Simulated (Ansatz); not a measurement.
# SiC: biaxial strain +1.50 %, plane normal [110], relaxed out of plane

Consider SiC in the zinc blende structure (space group F-43m, No. 216; a = 4.356 Å). Axes: x, y, z lie along the cube axes.

It is then changed as follows: biaxial strain +1.50 %, plane normal [110], relaxed out of plane (Cartesian); in-plane vectors clamped, the third vector and the atoms free.

Calculations: Ansatz (a first-principles code) r2SCAN, no SOC. Γ-centred 13×13×13 mesh, Fermi–Dirac width 0.05 eV.

* **Space group**: Imm2 (No. 44) (base F-43m (No. 216))
* **Shortest interatomic distance**: 1.895 Å (base 1.886 Å)
* **Energy relative to the base (free energy F)**: +8.3 meV/atom
* **Pressure (mean of the normal stresses, compression positive)**: -5.59 GPa (base 0.00 GPa)
* **Band gap**: 1.59 eV (base 1.71 eV)
* **Gap character**: indirect, Γ → T
* **Smallest direct gap**: 4.82 eV (base 5.05 eV)
* **Electron mass**: 0.65 mₑ along k, 0.23 mₑ across (at T) (base 0.64 mₑ along k, 0.23 mₑ across (at X))
* **Valence-band top at Γ (three highest levels, from the VBM)**: 0.00, -0.16, -0.17 eV (base 0.00, 0.00, 0.00 eV)
* **Out-of-plane strain**: -0.37 %
* **Ratio −ε⊥/ε∥**: 0.25
* **Mean in-plane stress (compression positive)**: -8.4 GPa

Cost of the whole job for the changed cell (relaxation, final SCF and bands): roughly 2.6 core-minutes.

A biaxial case was relaxed in a doubled cell and then solved in the primitive one. Effective masses come from finite differences of ±0.01 Å⁻¹. Along k means along the line from Γ to the band edge. No phonon test of stability was made. Labels are those of the standard path for the cell's own space group.
